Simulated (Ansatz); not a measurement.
## Response to strain in hypothetical cubic perovskite RbHgI3

Take RbHgI3 in the cubic perovskite structure (space group Pm-3m, No. 221; a = 5.903 Å; a hypothetical phase, not in the database extracts checked) as the base. Axes: x, y, z lie along the cube axes.

Strains are applied to the cell and any free atomic positions relax; under biaxial strain the out-of-plane vector relaxes too.

Computed with plane-wave PAW DFT at the PBEsol level (Ansatz, a first-principles code, 420 eV), spin-orbit coupling left out.

Candidates:
(a) biaxial strain +0.39 %, plane normal [110], relaxed out of plane
(b) tensor shear ε_yz = −2.06 %
(c) isotropic strain +5.98 %
(d) strain tensor (xx, yy, zz, yz, xz, xy) = (+1.17, −0.59, −1.62, −0.07, +0.48, −0.93) %

Notes on the quantities. energy relative to the base: free energy F.

Task: Order them by energy relative to the base, lowest first.

Result: (a) biaxial strain +0.39 %, plane normal [110], relaxed out of plane (+0.1 meV/atom), (b) tensor shear ε_yz = −2.06 % (+1.3 meV/atom), (d) strain tensor (xx, yy, zz, yz, xz, xy) = (+1.17, −0.59, −1.62, −0.07, +0.48, −0.93) % (+1.9 meV/atom), (c) isotropic strain +5.98 % (+72 meV/atom)

Without a gap, meshes like the base's 8×8×8 leave anisotropic stresses uncertain by several tenths of a GPa, and small strain energies with them. Stability against distortions was not tested. All final runs are without spin polarisation. Many cubic perovskites are stable only at high temperature; tilts and polar distortions were not tested.
